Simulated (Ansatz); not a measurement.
## Pressure series in Al

Base system: Al in the fcc (Cu type) structure (space group Fm-3m, No. 225).

```xyz
1
Lattice="0.0000 2.0202 2.0202 2.0202 0.0000 2.0202 2.0202 2.0202 0.0000" Properties=species:S:1:pos:R:3 pbc="T T T"
Al     0.0000     0.0000     0.0000
```

Cell and atoms are relaxed at each pressure.

All numbers come from Ansatz (a first-principles code) PBE, no spin-orbit coupling.

Notes on the quantities. enthalpy: H = E + PV relative to the base's energy.

```json
[
 {"variant": "base", "enthalpy": "–", "density": "2.72 g/cm³", "shortest interatomic distance": "5.399 bohr"},
 {"variant": "pressure −2 GPa", "enthalpy": "-0.21 eV/atom", "density": "2.64 g/cm³", "shortest interatomic distance": "5.449 bohr"},
 {"variant": "pressure −1 GPa", "enthalpy": "-0.10 eV/atom", "density": "2.68 g/cm³", "shortest interatomic distance": "5.423 bohr"},
 {"variant": "pressure 0.9 GPa", "enthalpy": "+0.09 eV/atom", "density": "2.75 g/cm³", "shortest interatomic distance": "5.379 bohr"},
 {"variant": "pressure 2.1 GPa", "enthalpy": "+0.21 eV/atom", "density": "2.79 g/cm³", "shortest interatomic distance": "5.353 bohr"},
 {"variant": "pressure 4.5 GPa", "enthalpy": "+0.45 eV/atom", "density": "2.86 g/cm³", "shortest interatomic distance": "5.306 bohr"},
 {"variant": "pressure 9 GPa", "enthalpy": "+0.88 eV/atom", "density": "…", "shortest interatomic distance": "…"},
 {"variant": "pressure 15 GPa", "enthalpy": "+1.43 eV/atom", "density": "3.13 g/cm³", "shortest interatomic distance": "5.151 bohr"},
 {"variant": "pressure 22.5 GPa", "enthalpy": "+2.08 eV/atom", "density": "3.28 g/cm³", "shortest interatomic distance": "5.069 bohr"},
 {"variant": "pressure 30 GPa", "enthalpy": "+2.71 eV/atom", "density": "3.42 g/cm³", "shortest interatomic distance": "5.000 bohr"}
]
```

Problem. What belongs in the blanks?

Solution. 
- pressure 9 GPa, density: 2.99 g/cm³
- pressure 9 GPa, shortest interatomic distance: 5.232 bohr

Load acts through the strain it causes; cell and atoms are relaxed under it. No phonon test of stability was made. No other phases were tried under pressure.
